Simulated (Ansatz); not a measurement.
# Convergence study of the k-point mesh for Ti₂CS (P3m1, 8 atoms in the cell)

```xyz
8
Lattice="3.1958 0.0000 0.0000 -1.5979 2.7677 0.0000 0.0000 0.0000 11.1919" Properties=species:S:1:pos:R:3 pbc="T T T"
Ti     0.0000     1.8451     4.5362
Ti     1.5979     0.9226     6.7057
Ti     1.5979     0.9226    10.0821
Ti     0.0000     1.8451     1.1098
C      0.0000     0.0000     5.5959
C      0.0000     0.0000     0.0000
S      1.5979     0.9226     2.7980
S      0.0000     1.8451     8.3939
```

Level of theory: PBEsol, default PAW files made with PBE (plane waves; Ansatz, a first-principles code).

Base settings: basis.ecutwfc = 30.9 Ry; kpoints.mp_grid.grid = 12 12 3; hamiltonian.xc = pbesol; hamiltonian.pseudopotentials = {kind: paw} (the program's default PAW files); scf.occupations.method = gaussian; scf.occupations.width = 0.0073 Ry.

The second cell is the first with its lattice scaled by 0.98.

Only quantities that move along the ladder and can be compared are tabulated.

The count of work is k-points × plane waves × bands × iterations; it is no time. Core times come from one kind of shared machine, to one figure; runs under 30 s give none.

The starting cell comes from a database of computed structures (which also holds hypothetical and non-ambient phases and stackings), without a prior relaxation at this level. Its lattice was rescaled by up to half a per cent. One atom was moved a little off its site on purpose. Spin polarisation is off, so a magnetic state, if there is one, cannot be reached. In the base run, with a pressure of about -4 GPa the cell is away from its equilibrium volume at this level. Ansatz's pressure includes its estimate of the finite-basis (Pulay) stress.

| kpoints.mp_grid.grid | free energy less the last step's (meV/atom) | energy of the compressed cell less the first (meV/atom) | pressure (GPa) | largest difference of a force vector from the last step's (eV/Å) | count of work / last | core time / last (rough) |
|---|---|---|---|---|---|---|
| 2 2 1 | 170.54 | 30.28 | 0.26 | 0.616 | 0.0045 | – |
| 4 4 1 | 15.06 | 13.83 | -3.14 | 0.102 | 0.0078 | – |
| 6 6 2 | -4.65 | 10.83 | -3.73 | 0.037 | 0.031 | – |
| 8 8 2 | 1.66 | 11.03 | -3.68 | 0.070 | 0.045 | – |
| 10 10 3 | -1.03 | 10.84 | -3.72 | 0.023 | 0.060 | – |
| 12 12 3 | 0.54 | 11.02 | -3.68 | 0.012 | 0.11 | – |
| 13 13 3 | -0.23 | 10.95 | -3.70 | 0.014 | 0.12 | – |
| 15 15 4 | 0.14 | 10.91 | -3.70 | 0.009 | 0.22 | – |
| 19 19 5 | 0.06 | 10.91 | -3.70 | 0.004 | 0.40 | 0.4 |
| 23 23 6 | 0.04 | 10.91 | -3.70 | 0.002 | 0.70 | 0.7 |
| 26 26 7 | 0.00 | 10.91 | -3.70 | 0.000 | 1.0 | 1 |

Coarsest kpoints.mp_grid.grid that holds the pressure within 0.5 GPa of the last step, with all finer ones: 6 6 2, at 0.031 of the last step's count of work; the step before is off by 0.56 GPa.

Coarsest kpoints.mp_grid.grid that holds the energy of the compressed cell less the first within 0.5 meV/atom of the last step, with all finer ones: 6 6 2, at 0.031 of the last step's count of work; the step before is off by 2.9 meV/atom.

Coarsest kpoints.mp_grid.grid that holds the forces within 0.01 eV/Å of the last step, with all finer ones: 15 15 4, at 0.22 of the last step's count of work; the step before is off by 0.014 eV/Å.

The energy difference between the two cells stays within 1 meV/atom of the last step's from 6 6 2 on, the total only from 12 12 3 on: much of the error is common to both cells and cancels.

Keys are those of Ansatz 0.2.
